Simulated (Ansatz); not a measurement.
# Rh, response to strain

Take Rh in the fcc (Cu type) structure (space group Fm-3m, No. 225; relaxed with 0.1 eV smearing) as the base.

```
CELL_PARAMETERS angstrom
      0.00000     1.90077     1.90077
      1.90077     0.00000     1.90077
      1.90077     1.90077     0.00000
ATOMIC_POSITIONS crystal
  Rh 0.00000 0.00000 0.00000
```

Cartesian axes are those of the cell as printed.

Strains are applied to the cell and any free atomic positions relax; under biaxial strain the out-of-plane vector relaxes too.

All numbers come from r2SCAN (Ansatz, a quantum-chemistry and plane-wave program, PAW, without spin-orbit coupling).

Candidates:
(a) biaxial strain +2.53 %, plane normal [001], relaxed out of plane
(b) uniaxial strain ε_zz = −2.01 %
(c) isotropic strain +4.03 %
(d) isotropic strain −0.79 %

Notes on the quantities. energy relative to the base: free energy F.

Question: Order them by energy relative to the base, lowest first.

Answer: (d) isotropic strain −0.79 % (+7.0 meV/atom), (b) uniaxial strain ε_zz = −2.01 % (+8.0 meV/atom), (a) biaxial strain +2.53 %, plane normal [001], relaxed out of plane (+23 meV/atom), (c) isotropic strain +4.03 % (+148 meV/atom)

Whether these cells are dynamically stable was not tested. All final runs are without spin polarisation. Rh lies near a magnetic instability that expansion can trigger; it was not tested.
